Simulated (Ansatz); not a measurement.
Seebeck coefficient (μV/K, mean over directions) of p-type CdTe (F-43m) against carrier density, Ansatz (a first-principles code) with r2SCAN with spin-orbit coupling, rigid bands. Computed gap 1.01 eV; densities at which minority carriers matter at this gap, or further valleys turn the trend, are left out. Conductivity mass 0.54 mₑ (harmonic mean over directions), N_v = 1.9e19 cm⁻³ at 300 K.

| hole density | 300 K | 500 K |
|---|---|---|
| 1e16 cm⁻³ | 863 | 932 |
| 1e17 cm⁻³ | 664 | [?] |
| 1e18 cm⁻³ | 466 | [?] |
| 3e18 cm⁻³ | 372 | 442 |
| 1e19 cm⁻³ | 272 | 339 |
| 3e19 cm⁻³ | 186 | 249 |
| 1e20 cm⁻³ | [?] | 159 |
| 3e20 cm⁻³ | 58 | 94 |
| 1e21 cm⁻³ | 31 | 52 |

### Question
Fill in the missing entries.

### Answer

- 1e17 cm⁻³, 500 K: 734
- 1e18 cm⁻³, 500 K: 536
- 1e20 cm⁻³, 300 K: 107

Rigid bands with a gap fixed in temperature, one relaxation time for all states, no polarons or phonon drag, and whether or not such doping can be reached. Geometry: cell and atoms relaxed with PBEsol.
